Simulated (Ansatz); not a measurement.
The starting structures come from a database of crystals and need not be the phases stable at ambient conditions.

Tunnelling through a barrier is set by its complex band structure: the current falls as exp(−2κd) with the smallest κ.

Here is the system:

```xyz
6
Lattice="4.9546 0.0000 0.0000 0.0000 4.9546 0.0000 2.4773 -2.4773 3.6557" Properties=species:S:1:pos:R:3 pbc="T T T"
Si     0.0000     0.0000     0.0000
Si     2.4773     0.0000     1.8278
O      3.7159     0.4796     0.9139
O      2.9568    -1.2386     2.7418
O      1.2386    -0.4796     0.9139
O      1.9977     1.2386     2.7418
```

Space group of this cell: I-42d. The cell is taken as given.

Transport runs along the normal of the first two printed cell vectors, the (001) plane of the conventional cell.

No gap correction and no spin-orbit coupling; mid-gap values are interpolated between computed energies.

Estimate the band gap and the smallest decay constant κ at mid-gap that r2SCAN (Ansatz, a first-principles code) returns for this system.

Gap 6.55 eV on a 8×8×8 mesh; κ = 0.552 1/Å, at the zone centre.
